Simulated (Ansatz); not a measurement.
Consider C in the diamond structure (space group Fd-3m, No. 227).

```
C
1.0
    0.00000     1.78014     1.78014
    1.78014     0.00000     1.78014
    1.78014     1.78014     0.00000
C
2
Cartesian
  0.00000   0.00000   0.00000
  0.89007   0.89007   0.89007
```

Computed with r2SCAN/PAW in Ansatz (a program for electronic structure), spin-orbit coupling left out.

Base values:

The width of the top valence band comes out as 8.75 eV and the band gap comes out as 4.36 eV. The smallest direct gap comes out as 5.90 eV and the shortest interatomic distance is 1.542 Å.

Perturbation: cell and atoms relaxed at a pressure of 4.2 GPa.

Q: What happens to the width of the top valence band?

A: The width of the top valence band rises by 0.08 eV to 8.83 eV.

Q: What happens to the band gap?

A: The band gap grows by 0.02 eV, from 4.36 eV to 4.38 eV.

Q: What happens to the smallest direct gap?

A: The smallest direct gap goes up by 0.026 eV to 5.92 eV.

Q: What happens to the shortest interatomic distance?

A: The shortest interatomic distance shrinks by 0.005 Å (1.542 Å → 1.537 Å).

Load acts through the strain it causes; cell and atoms are relaxed under it. Stability against distortions was not tested.
